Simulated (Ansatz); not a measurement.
We consider Cd₂SeS (P3m1, No. 156, 4 atoms in the cell; start mp-1226934), described by r²SCAN (PAW; Ansatz, an electronic-structure program).

Numerical settings: plane-wave cutoff 500 eV, 12×12×6 k mesh (along the axes of the cell as run), Fermi–Dirac smearing 0.05 eV, scalar-relativistic PAW data made under PBE.

Cell (relaxed at this level):

Cd₂SSe is taken in the trigonal space group P3m1 (No. 156), Pearson symbol hP4. Lattice parameters: a = b = 4.2494 Å, c = 6.9296 Å, α = β = 90.00°, γ = 120.00°. Cd1 on 1a is surrounded by 1 S at 2.548 Å and 3 Se at 2.631 Å (tetrahedral). Cd2 on 1b sees 3 S at 2.571 Å and 1 Se at 2.662 Å (tetrahedral). Se on 1b has 4 Cd at 2.631–2.662 Å (tetrahedral). S on 1a has 4 Cd at 2.548–2.571 Å (tetrahedral). (Neighbours: up to the widest gap in distance over summed covalent radii, below 1.35, at either atom; cation-cation and far metal-metal contacts left out.)

What does this level give for the band gap?


- band gap = 1.22 eV (on the SCF k mesh)

Note: the relaxation could not lower the start's symmetry, so the cell can be a saddle point above a distorted one.

Spin–orbit coupling is not included.

Computed values are for the static lattice.

A start named mp-… is a Materials Project structure, which need not be a measured phase.
